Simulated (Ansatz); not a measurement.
Take TiO$_{2}$ in the rutile structure (space group P4_2/mnm, No. 136) as the base.

```
TiO2
1.0
    4.59673     0.00000     0.00000
    0.00000     4.59673     0.00000
    0.00000     0.00000     2.95369
Ti O
2 4
Direct
  0.00000   0.00000   0.00000
  0.50000   0.50000   0.50000
  0.30461   0.30461   0.00000
  0.80461   0.19539   0.50000
  0.19539   0.80461   0.50000
  0.69539   0.69539   0.00000
```

The values are results of r2SCAN, PAW, 500 eV (Ansatz, an electronic-structure program; no spin-orbit coupling), not measurements.

Before the change:

- Band gap: 2.22 eV
- Valence-band top at Γ: 0.00, -0.48, -0.48 eV
- Electron mass: 0.58 mₑ along c, 1.2 mₑ across (at Γ)
- Lattice parameter a: 4.597 Å

Perturbation: a hydrostatic pressure of 0.3 GPa.

Problem. What happens to the band gap?

Solution. The band gap remains 2.22 eV.

Problem. Predict the new valence-band top at Γ.

Solution. The valence-band top at Γ (three highest levels, from the VBM) stays 0.00, -0.48, -0.48 eV.

Problem. Predict the new electron mass.

Solution. The electron mass remains 0.58 mₑ along c, 1.2 mₑ across (at Γ).

Problem. What does the calculation give for the lattice parameter a after the change?

Solution. The lattice parameter a falls by 0.0023 Å, from 4.597 Å to 4.594 Å.

Load acts through the strain it causes; cell and atoms are relaxed under it. Masses are band curvatures over ±0.01 Å⁻¹ around the edge. No phonon test of stability was made. The final runs are not spin-polarised.
